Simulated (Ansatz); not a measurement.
AgInTe2 (model structure, started from the alpha NaFeO2 type, R-3m, No. 166, 4 atoms in the cell)

The numbers are results of PBEsol in Ansatz (plane waves, PAW), not measurements.

Settings: plane-wave cutoff 500 eV, 12×12×12 k mesh, Fermi–Dirac smearing 0.05 eV, no spin polarisation, scalar-relativistic PAW data made under PBE.

Cell (relaxed at this level):

```cif
data_AgInTe2
_chemical_formula_sum 'In1 Ag1 Te2'
_space_group_name_H-M_alt 'P 1'
_space_group_IT_number 1
_cell_length_a 7.22699
_cell_length_b 7.22699
_cell_length_c 7.22699
_cell_angle_alpha 33.815
_cell_angle_beta 33.815
_cell_angle_gamma 33.815
loop_
_space_group_symop_operation_xyz
  'x, y, z'
loop_
_atom_site_label
_atom_site_type_symbol
_atom_site_fract_x
_atom_site_fract_y
_atom_site_fract_z
_atom_site_occupancy
In1 In 0.00000 0.00000 0.00000 1
Ag1 Ag 0.50000 0.50000 0.50000 1
Te1 Te 0.24571 0.24571 0.24571 1
Te2 Te 0.75429 0.75429 0.75429 1
```

```
Quantity  Value
--------  -----
band gap   none
```

Note: the relaxation could raise the start's symmetry but not lower it, so the cell can be a saddle point.

Spin–orbit coupling is not included.

It cost roughly 6 core-minutes of CPU time.

A model structure was made by putting elements into a prototype or built by hand; it is no filed structure, need not be a known phase, and can be a saddle point held by its symmetry.

Ansatz is a program for electronic structure.
